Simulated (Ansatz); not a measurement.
**Hypothetical bcc (W type) B, pressure series**

Base system: B in the bcc (W type) structure (space group Im-3m, No. 229; a = 2.2971 Å; a hypothetical phase, not in the database extracts checked).

Cell and atoms are relaxed at each pressure.

The values are results of DFT with PBEsol, PAW potentials and a 420 eV plane-wave cutoff in Ansatz (a first-principles code), spin-orbit coupling left out, not measurements.

```json
[
 {"pressure (GPa)": "-1", "volume per atom (Å³/atom)": "6.085"},
 {"pressure (GPa)": "0", "volume per atom (Å³/atom)": "6.060"},
 {"pressure (GPa)": "0.3", "volume per atom (Å³/atom)": "6.053"},
 {"pressure (GPa)": "0.7", "volume per atom (Å³/atom)": "6.043"},
 {"pressure (GPa)": "1.5", "volume per atom (Å³/atom)": "?"},
 {"pressure (GPa)": "3", "volume per atom (Å³/atom)": "5.988"},
 {"pressure (GPa)": "5", "volume per atom (Å³/atom)": "5.942"},
 {"pressure (GPa)": "7.5", "volume per atom (Å³/atom)": "5.886"},
 {"pressure (GPa)": "10", "volume per atom (Å³/atom)": "5.834"}
]
```

**Question.** Fit the third-order Birch–Murnaghan form P(V) = (3B₀/2)[(V₀/V)^(7/3) − (V₀/V)^(5/3)]·[1 + (3/4)(B₀′ − 4)((V₀/V)^(2/3) − 1)] (squares taken in P) to the rows shown and predict the withheld row.

**Answer.** Least squares on the printed values gives V₀ = 6.060 Å³/atom, B₀ = 244 GPa, B₀′ = 3.8; this predicts 6.023 Å³/atom, and the run gives 6.023 Å³/atom, in agreement.

Load acts through the strain it causes; cell and atoms are relaxed under it. Whether these cells are dynamically stable was not tested. Competing high-pressure phases were not computed.
